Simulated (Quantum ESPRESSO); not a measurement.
# Short convergence ladders for Ta₃Re (I4mm, 4 atoms in the cell)

```
CELL_PARAMETERS angstrom
      2.30071    -2.30071     3.25370
      2.30071     2.30071     3.25370
     -2.30071    -2.30071     3.25370
ATOMIC_POSITIONS crystal
  Ta 0.50000 0.75000 0.25000
  Ta 0.50000 0.25000 0.75000
  Ta 0.01537 0.49232 0.49232
  Re 0.00000 0.00000 0.00000
```

Base method: PBEsol, SSSP 1.1.2 efficiency (PBE) pseudopotentials (plane waves; Quantum ESPRESSO).

Base settings: ecutwfc = 40 Ry; ecutrho = 320 Ry; occupations = smearing; smearing = fermi-dirac; degauss = 0.0073499 Ry; input_dft = pbesol; potentials = {Ta: Ta_pbe_v1.uspp.F.UPF, Re: Re_pbe_v1.2.uspp.F.UPF}; K_POINTS = automatic 3 3 3 0 0 0; conv_thr = 1e-11 Ry.

The count of work is k-points × plane waves × bands × iterations; it is no time. 

**The plane-wave cutoff**

Moved along: ecutrho.

The second cell is the first with its lattice scaled by 0.98.

The mesh stays at the base's, so the ladder's end is converged at best in this setting alone.

Only quantities that move along the ladder and can be compared are tabulated.

```tsv
ecutwfc	free energy less the last step's (meV/atom)	energy of the compressed cell less the first (meV/atom)	pressure (GPa)	largest difference of a force vector from the last step's (eV/Å)	count of work / last
14 Ry	13889.37	-198.46	-435.18	0.278	0.070
18 Ry	2594.21	228.54	-131.97	0.090	0.10
22 Ry	456.86	26.66	-34.77	0.012	0.14
28 Ry	123.92	-2.74	-8.42	0.001	0.20
36 Ry	75.62	-3.10	-9.68	0.002	0.34
40 Ry	43.68	-3.60	-9.40	0.001	0.35
80 Ry	0.00	-2.83	-7.82	0.000	1.0
```

Coarsest ecutwfc that holds the forces within 0.005 eV/Å of the last step, with all finer ones: 28 Ry, at 0.20 of the last step's count of work; the step before is off by 0.012 eV/Å.

Coarsest ecutwfc that holds the energy of the compressed cell less the first within 2 meV/atom of the last step, with all finer ones: 28 Ry, at 0.20 of the last step's count of work; the step before is off by 29 meV/atom.

Coarsest ecutwfc that holds the pressure within 1 GPa: not settled: the last two steps still differ by 1.6 GPa, over half the tolerance, so the ladder does not show it.

At the lowest cutoff the pressure lies 427 GPa under the last step's, the usual sign of Pulay stress in an incomplete plane-wave basis.

**The density cutoff**

The mesh stays at the base's, so the ladder's end is converged at best in this setting alone.

Only quantities that move along the ladder and can be compared are tabulated.

```csv
ecutrho,free energy less the last step's (meV/atom),pressure (GPa)
80 Ry,-5.22,-8.89
120 Ry,0.24,-9.39
160 Ry,0.23,-9.40
240 Ry,0.06,-9.40
320 Ry,0.00,-9.40
400 Ry,-0.01,-9.40
640 Ry,0.00,-9.40
```

Coarsest ecutrho that holds the pressure within 0.05 GPa of the last step, with all finer ones: 120 Ry; the step before is off by 0.51 GPa.

Coarsest ecutrho that holds the free energy within 2 meV/atom of the last step, with all finer ones: 120 Ry; the step before is off by 5.2 meV/atom.

On the base run: the starting cell comes from a database of computed structures (which also holds hypothetical and non-ambient phases and stackings), without a prior relaxation at this level. Its lattice was rescaled by up to half a per cent. One atom was moved a little off its site on purpose. Spin polarisation is off. In the base run, with a pressure of about -9 GPa the cell is away from its equilibrium volume at this level. Without a gap this mesh is coarse (it stands for a supercell whose shortest vector is 14 Å).
